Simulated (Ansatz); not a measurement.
Band structure of MgMn₂O₄ (P-3m1, 7 atoms in the cell).

```yaml
crystal:
  lattice:
    - [3.09290, 0.00000, 0.00000]
    - [-1.54645, 2.67853, 0.00000]
    - [0.00000, 0.00000, 10.13797]
  atoms:
    - { symbol: Mg, position: [0.00000, 0.00000, 0.00000] }
    - { symbol: Mn, position: [0.00000, 0.00000, 0.73073], spin: 4.0 }
    - { symbol: Mn, position: [0.00000, 0.00000, 0.26927], spin: 4.0 }
    - { symbol: O, position: [0.66667, 0.33333, 0.12402] }
    - { symbol: O, position: [0.33333, 0.66667, 0.87598] }
    - { symbol: O, position: [0.66667, 0.33333, 0.65128] }
    - { symbol: O, position: [0.33333, 0.66667, 0.34872] }
```
(The spins are starting values, not results.)

Computed with LDA (PW92), PAW files made with PBE (plane waves; Ansatz, a quantum-chemistry and plane-wave program).

Settings: kpoints.mp_grid.grid = 7 7 2; hamiltonian.xc = lda; hamiltonian.pseudopotentials = {kind: paw} (the program's default PAW files); magnetization.spin_polarized = true; scf.occupations.method = gaussian; scf.occupations.width = 0.2 eV; kpoints.band_path.npoints = 8.

The starting cell comes from a database of computed structures (which also holds hypothetical and non-ambient phases and stackings), without a prior relaxation at this level. Its lattice was rescaled by a random factor within 2.5 % of one. The magnetic order is the one reached from the typed start; others were not searched systematically.

Levels in eV from the Fermi level, bands 33 to 40 of the first spin channel:
| point | 33 | 34 | 35 | 36 | 37 | 38 | 39 | 40 |
|---|---|---|---|---|---|---|---|---|
| Γ | -1.45 | -1.08 | 0.77 | 0.77 | 0.82 | 0.82 | 2.33 | 4.41 |
| M | -1.61 | -1.48 | -0.57 | -0.50 | 0.11 | 0.22 | 6.17 | 6.90 |
| K | -1.56 | -1.56 | -0.61 | -0.61 | -0.01 | -0.01 | 8.21 | 8.32 |
| A | -1.34 | -1.27 | 0.79 | 0.79 | 0.81 | 0.81 | 2.71 | 3.70 |
| L | -1.59 | -1.51 | -0.58 | -0.46 | 0.13 | 0.20 | 6.09 | 7.04 |
| H | -1.57 | -1.57 | -0.59 | -0.59 | -0.03 | -0.03 | 8.26 | 8.32 |

Bands cross the Fermi level along this path, so the cell is metallic at this level.

The net moment of the cell came out as 8.00 μB.

Keys are those of Ansatz 0.2.
